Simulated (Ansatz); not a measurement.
## In_Ge (germanium host)

Computed with PBE, PAW (plane waves to 420 eV; Ansatz, an electronic-structure program). Set-up: 64-site cell; 2×2×2 shifted k-points; start: the Ge site; no spin–orbit coupling; the functional closes the host's gap; energies good to tenths of an eV.

Neighbours after relaxation, in Å: of the In atom: Ge 2.59, Ge 2.59, Ge 2.59, Ge 2.62.

Formation energies E_f are those of the neutral cell. Chemical conditions: host crystal and elements as references (Δμ(Ge) = 0.00 eV, Δμ(In) = 0.00 eV; In taken from its element, since no compound that bounds it was computed at this level; only phases computed here count, gases as isolated molecules at 0 K). Reference phases: Ge: germanium, In: tetragonal indium.

```json
[
 {"charge": "0†", "moment (μB)": "quenched", "largest move off a lattice site (Å)": "0.12", "E_f, host crystal and elements as references (eV)": "0.78"}
]
```

† Not settled in this cell, so no level is given: charge 0: a level filled in part.

Starting moments that weren't kept: charge 0 began with 1 μB and ended with 0.0.

All states together cost very roughly 2.4 core-hours.
